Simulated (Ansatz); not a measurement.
**A computed series for hypothetical diamond La: pressure series**

Take La in the diamond structure (space group Fd-3m, No. 227; a = 6.5632 Å; a hypothetical phase, not in the database extracts checked) as the base.

Cell and atoms are relaxed at each pressure.

Method: plane-wave PAW DFT at the PBEsol level (Ansatz, a first-principles code, 420 eV), no spin-orbit coupling.

| pressure (GPa) | volume per atom (Å³/atom) |
|---|---|
| -2 | 36.837 |
| -1 | ? |
| 0 | 35.340 |
| 0.3 | 35.151 |
| 0.7 | 34.908 |
| 1.5 | 34.445 |
| 5 | 32.792 |
| 7.5 | 31.860 |
| 10 | 31.057 |

**Question.** Fit the third-order Birch–Murnaghan form P(V) = (3B₀/2)[(V₀/V)^(7/3) − (V₀/V)^(5/3)]·[1 + (3/4)(B₀′ − 4)((V₀/V)^(2/3) − 1)] (squares taken in P) to the rows shown and predict the withheld row.

**Answer.** Least squares on the printed values gives V₀ = 35.345 Å³/atom, B₀ = 54.3 GPa, B₀′ = 5.5; this predicts 36.038 Å³/atom, and the run gives 36.034 Å³/atom, 0.004 lower.

Load acts through the strain it causes; cell and atoms are relaxed under it. Whether these cells are dynamically stable was not tested. No other phases were tried under pressure.
